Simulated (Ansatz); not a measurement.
Output of an Ansatz run (abridged):

```
WARN ansatz: RAYON_NUM_THREADS=1 ignored (pool sized by the plan → 1); use --threads N
Pseudopotentials: kind: paw
Pseudopotential: Mo, paw, valence charge 14
Pseudopotential: S, paw, valence charge 6
Crystal: 14 atoms, lattice volume = 265.836 Å³
Basis set: ecut = 420 eV, 5203 PW (Γ), exchange–correlation on 90×90×90 points (8 copies of the dense FFT grid, shifted against one another)
Bands: 80, of which v1, the nominal top of the filled ones, is band 66 counted from 1 (65 counted from 0)
Symmetry: 6 space group operations
Space group: R-3 (ITA 148), of the structure as read, at distance tolerance 6.4e-5 Å
k-points: 6 of 27
PAW frozen core: Mo, regenerated for the run's functional, and the local potential with it
PAW frozen core: S, regenerated for the run's functional, and the local potential with it
Initial density: superposition of atomic densities (neutral atoms: chi_scale 0, normalization atom), corrected by the library's trained network
Initial wavefunctions: pseudopotential atomic-orbital guess
Eigensolver: davidson
Functional: x = pbesol(κ = 0.804, μ = 0.12345679012345678), c = pbesol(β = 0.046)
SCF iter   1: F=—  HF=-36474.706866 eV  |F-HF|=—  |Δ(HF+E_count)|=         —  Δρ=8.64e-3  dr2=1.90e-1  ethr=1.77e-3  ⟨swp⟩=7.0  Hψ=2022  notcnv=0
all-band conjugate gradients solve this SCF's bands
preconditioner: auto → LDOS
SCF iter   2: F=—  HF=-36474.682531 eV  |F-HF|=—  |Δ(HF+E_count)|=   2.43e-2  S|Δr|=    0.00e0  Δρ=3.62e-3  dr2=4.50e-2  ethr=1.44e-4  ⟨swp⟩=2.0  Hψ=852  notcnv=0  defer=27
SCF iter   3: F=—  HF=-36474.669668 eV  |F-HF|=—  |Δ(HF+E_count)|=   1.29e-2  S|Δr|=    0.00e0  Δρ=1.26e-3  dr2=6.68e-3  ethr=3.41e-5  ⟨swp⟩=2.2  Hψ=798  notcnv=0  defer=27
SCF iter   4: F=—  HF=-36474.667797 eV  |F-HF|=—  |Δ(HF+E_count)|=   1.87e-3  S|Δr|=    0.00e0  Δρ=3.15e-4  dr2=4.26e-4  ethr=5.06e-6  ⟨swp⟩=2.0  Hψ=770  notcnv=0  defer=27
SCF iter   5: F=—  HF=-36474.667701 eV  |F-HF|=—  |Δ(HF+E_count)|=   9.59e-5  S|Δr|=    0.00e0  Δρ=7.30e-5  dr2=1.53e-5  ethr=3.23e-7  ⟨swp⟩=2.0  Hψ=656  notcnv=0  defer=27
SCF iter   6: F=—  HF=-36474.667557 eV  |F-HF|=—  |Δ(HF+E_count)|=   1.44e-4  S|Δr|=    0.00e0  Δρ=2.37e-5  dr2=1.15e-6  ethr=1.16e-8  ⟨swp⟩=2.0  Hψ=718  notcnv=0  defer=16
SCF iter   7: F=-36474.667557 eV  HF=-36474.667557 eV  |F-HF|=2.86e-8  |Δ(HF+E_count)|=   1.05e-7  S|Δr|=    0.00e0  Δρ=4.18e-6  dr2=5.02e-8  ethr=7.58e-11  ⟨swp⟩=9.7  Hψ=2278  notcnv=0
SCF 1 converged in 7 iterations: F = -36474.667557 eV  dr2 = 5.02e-8
SCF converged after 7 iterations
Stability not checked (fill_not_monotonic)
Free energy (F): -36474.667557 eV
Harris-Foulkes:  -36474.667557 eV  (|F-HF|=2.86e-8)
Internal energy: -36474.670694 eV  (E = F + TS)
E sigma→0 (E₀):  -36474.668602 eV
Entropy (-TS):   0.003137 eV (0.224 meV/atom)
Fermi energy:    10.557415 eV
Step filling:    the computed levels leave a gap of 0.0153 eV = 0.2 smearing widths
--- Per-component energies (eV) ---
  E_band       = -1026.548490
  E_kinetic    = 3509.508245
  E_local      = -12284.184675  (includes V_loc(G=0)·N_el)
  E_nonlocal   = 1096.541930
  E_hartree    = 4817.750617
  E_xc         = -1865.380512
  E_vxc        = -2072.626213  (∫ρ·V_xc dr)
  E_paw        = -23536.886025  (= ΣΔE_a)
  E_vpaw       = -911.274960  (= ΣTr[D̂ρ^β])
  E_aug_tail   = 0.000261  (compensation charges beyond the density's cutoff)
  E_ewald      = -8213.771925
  E_core_change = 1.751390  (= ΣΔE_core)
  E_smearing   = 0.003137  (= −TS)
  E_closure    = 0.000000  (closes the sum)
  Σ components = -36474.667557   (vs F -36474.667557, Δ=0.00e0)
--- Forces (eV/Å), atoms counted from 1 ---
  atom   1  Mo    -0.05056324    -0.00835708    -0.10754151
  atom   2  Mo     0.03251906    -0.03961051    -0.10754151
  atom   3  Mo     0.01804417     0.04796759    -0.10754151
  atom   4  Mo     0.05056324     0.00835708     0.10754151
  atom   5  Mo    -0.03251906     0.03961051     0.10754151
  atom   6  Mo    -0.01804417    -0.04796759     0.10754151
  atom   7  S     -0.00000000     0.00000000     0.62352108
  atom   8  S      0.00000000    -0.00000000    -0.62352108
  atom   9  S     -0.02003247     0.37180666     0.03572411
  atom  10  S     -0.31197778    -0.20325196     0.03572411
  atom  11  S      0.33201025    -0.16855470     0.03572411
  atom  12  S      0.02003247    -0.37180666    -0.03572411
  atom  13  S      0.31197778     0.20325196    -0.03572411
  atom  14  S     -0.33201025     0.16855470    -0.03572411
  max |Σ_I F_I| component: 1.18e-16 eV/Å
--- Stress (GPa, compression-positive) ---
       -3.267289      -0.000000       0.000000
        0.000000      -3.267289       0.000000
        0.000000       0.000000      -3.550300
  P = ⅓ Tr σ = -3.3616 GPa (-33.616 kbar)
  The stress holds the Pulay correction. Without it, at fixed plane waves, as pw.x and ABINIT print it: P = -3.3749 GPa
--- Band table (eV; the first three rows and the last of 6) ---
  k-point 0: bands = ["-50.3764", "-50.2928", "-50.2454", "-50.2454", "-50.2249", "-50.2249", "-24.9510", "-24.7846", "-24.7592", "-24.7592", "-24.7165", "-24.7165", "-24.6897", "-24.4158", "-24.4158", "-24.3316", "-24.2894", "-24.2894", "-24.2635", [...]
  k-point 1: bands = ["-50.3731", "-50.2969", "-50.2522", "-50.2454", "-50.2249", "-50.2172", "-24.9414", "-24.8055", "-24.7611", "-24.7527", "-24.7096", "-24.7024", "-24.6926", "-24.4354", "-24.4110", "-24.3410", "-24.2914", "-24.2857", "-24.2817", [...]
  k-point 2: bands = ["-50.3698", "-50.3001", "-50.2567", "-50.2485", "-50.2210", "-50.2136", "-24.9281", "-24.8056", "-24.7846", "-24.7373", "-24.7136", "-24.6983", "-24.6904", "-24.4368", "-24.4218", "-24.3580", "-24.2925", "-24.2898", "-24.2618", [...]
  k-point 5: bands = ["-50.3661", "-50.3036", "-50.2567", "-50.2556", "-50.2140", "-50.2136", "-24.9128", "-24.8094", "-24.7795", "-24.7573", "-24.7045", "-24.6996", "-24.6905", "-24.4306", "-24.4287", "-24.3911", "-24.2906", "-24.2623", "-24.2535", [...]
```

The structure:

```
CELL_PARAMETERS angstrom
      4.60000     2.65581     3.62667
     -4.60000     2.65581     3.62667
      0.00000    -5.31162     3.62667
ATOMIC_POSITIONS crystal
  Mo 0.21290 0.40550 0.55040
  Mo 0.55040 0.21290 0.40550
  Mo 0.40550 0.55040 0.21290
  Mo 0.78710 0.59450 0.44960
  Mo 0.44960 0.78710 0.59450
  Mo 0.59450 0.44960 0.78710
  S  0.21711 0.21711 0.21711
  S  0.78289 0.78289 0.78289
  S  0.38690 0.13180 0.73680
  S  0.73680 0.38690 0.13180
  S  0.13180 0.73680 0.38690
  S  0.61310 0.86820 0.26320
  S  0.26320 0.61310 0.86820
  S  0.86820 0.26320 0.61310
```

Task: What input produced this log?

Result: Other spellings and defaults could give the same log, and not every line can be read from it. The input that was run (DFT, PBEsol, plane waves, default PAW files made with PBE):

Ansatz 0.2 input:
```yaml
# Mo3S4
crystal:
  lattice:
    - [4.60000000, 2.65581100, 3.62666700]
    - [-4.60000000, 2.65581100, 3.62666700]
    - [0.00000000, -5.31162200, 3.62666700]
  atoms:
    - { symbol: Mo, position: [0.21290000, 0.40550000, 0.55040000] }
    - { symbol: Mo, position: [0.55040000, 0.21290000, 0.40550000] }
    - { symbol: Mo, position: [0.40550000, 0.55040000, 0.21290000] }
    - { symbol: Mo, position: [0.78710000, 0.59450000, 0.44960000] }
    - { symbol: Mo, position: [0.44960000, 0.78710000, 0.59450000] }
    - { symbol: Mo, position: [0.59450000, 0.44960000, 0.78710000] }
    - { symbol: S, position: [0.21711000, 0.21711000, 0.21711000] }
    - { symbol: S, position: [0.78289000, 0.78289000, 0.78289000] }
    - { symbol: S, position: [0.38690000, 0.13180000, 0.73680000] }
    - { symbol: S, position: [0.73680000, 0.38690000, 0.13180000] }
    - { symbol: S, position: [0.13180000, 0.73680000, 0.38690000] }
    - { symbol: S, position: [0.61310000, 0.86820000, 0.26320000] }
    - { symbol: S, position: [0.26320000, 0.61310000, 0.86820000] }
    - { symbol: S, position: [0.86820000, 0.26320000, 0.61310000] }
basis:
  ecutwfc: 420.0
kpoints:
  mp_grid: { grid: [3, 3, 3] }
hamiltonian:
  xc: pbesol
  pseudopotentials: { kind: paw }
scf:
  occupations: { method: cold, width: 0.1 }
output:
  forces: true
  eigenvalues: true
  stress: true
```

The starting cell comes from a database of published, mostly measured structures (it also holds non-ambient and calculated ones), without a prior relaxation at this level. Spin polarisation is off. With a pressure of about -3 GPa the cell is away from its equilibrium volume at this level. Ansatz's pressure includes its estimate of the finite-basis (Pulay) stress.

Ansatz is a quantum-chemistry and plane-wave program.
